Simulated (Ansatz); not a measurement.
For MoPt₂ (Immm, No. 71), BLYP in Ansatz (plane waves, PAW) gives:

volume per atom: 16.21 Å³/atom
bulk modulus: 228 GPa

**Question.** What does r²SCAN-D4 (Ansatz, a quantum-chemistry and plane-wave program, plane waves, PAW) give for the same quantities?

**Answer.** 
- equilibrium volume per atom: 15.00 Å³/atom (decreases by 7.5 %)
- bulk modulus: 301 GPa (goes up by 32 %)

Changes are worked out from the printed values.

Unless a cell is named, each level is at its own relaxed cell (BLYP 16.21, r²SCAN-D4 15.00 Å³/atom).

Levels without +SOC leave out spin–orbit coupling, which shifts energies and cells of such heavy elements.

Caveats: the relaxation could not lower the start's symmetry, so the cell can be a saddle point above a distorted one (BLYP, r²SCAN-D4). Ansatz's density-functional and Hartree–Fock values are scalar-relativistic unless marked +SOC, with PAW data made under PBE.
